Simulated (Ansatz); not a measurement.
Consider the following.

```yaml
crystal:
  lattice:
    - [2.72167, 0.00000, 0.00000]
    - [0.00000, 2.72167, 0.00000]
    - [1.36083, -1.36083, 1.87859]
  atoms:
    - { symbol: Rh, position: [0.00000, 0.00000, 0.00000] }
```

No spin polarisation.

Calculations: r2SCAN, PAW, 500 eV (Ansatz, an electronic-structure program; no SOC). Settings: 21×21×21 k-points, 0.05 eV Fermi–Dirac smearing.

**Question.** Predict the pressure and band gap.

**Answer.** Pressure (mean of the normal stresses, compression positive): -3.8 GPa
Band gap: zero

The cells carry an imposed strain or load. Whether these cells are dynamically stable was not tested. The final runs are not spin-polarised. The cell was made from Rh in the fcc (Cu type) structure (space group Fm-3m, No. 225) by this change: biaxial strain +1.29 %, plane normal [001], relaxed out of plane.
